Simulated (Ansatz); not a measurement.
A hypothetical phase is included: elements placed on a structure type, which no database files for this compound.

By PBEsol, the system below comes out a metal.

Input:

```xyz
2
Lattice="4.7456 0.0000 0.0000 0.0000 6.7113 0.0000 2.3728 3.3556 2.3728" Properties=species:S:1:pos:R:3 pbc="T T T"
Mg     2.3728     5.0334     0.0000
Mg     0.0000     3.3556     0.0000
```

The cell was relaxed by PBE-D3(BJ).

The current flows along the normal of the first two printed cell vectors, the (110) plane of the conventional cell. No spin-orbit coupling; the value is a mean over 0.1 eV about the Fermi level.

Q: Estimate the ballistic conductance per area that Ansatz (an electronic-structure program) with PBEsol returns for this system.

A: 0.53 × 10¹⁵ S/m² for both spins.
